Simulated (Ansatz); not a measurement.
Consider the following.

```
SiC
1.0
    0.01242     2.17843     2.17843
    2.17843     0.01242     2.17843
    2.19085     2.19085     0.00000
Si C
1 1
Direct
  0.00058   0.00058   0.99942
  0.24942   0.24942   0.25058
```

No spin polarisation.

Level of theory: PBEsol in Ansatz (plane waves to 420 eV, PAW, scalar-relativistic without spin-orbit coupling). Settings: 13×13×13 k-points, 0.05 eV Fermi–Dirac smearing.

Problem. Predict the valence-band top at Γ, gap character, band gap and stress.

Solution. 
- Valence-band top at Γ (three highest levels, from the VBM): 0.00, -0.06, -0.11 eV
- Gap character: indirect, Γ → X
- Band gap: 1.18 eV
- Stress (xx, yy, zz, yz, xz, xy; compression positive): (0.02, 0.02, -0.01, 0.00, 0.00, -2.77) GPa

The cells carry an imposed strain or load. Stability against distortions was not tested. The cell was made from SiC in the zinc blende structure (space group F-43m, No. 216) by this change: tensor shear ε_xy = +0.57 %.

Ansatz is a program for electronic structure.
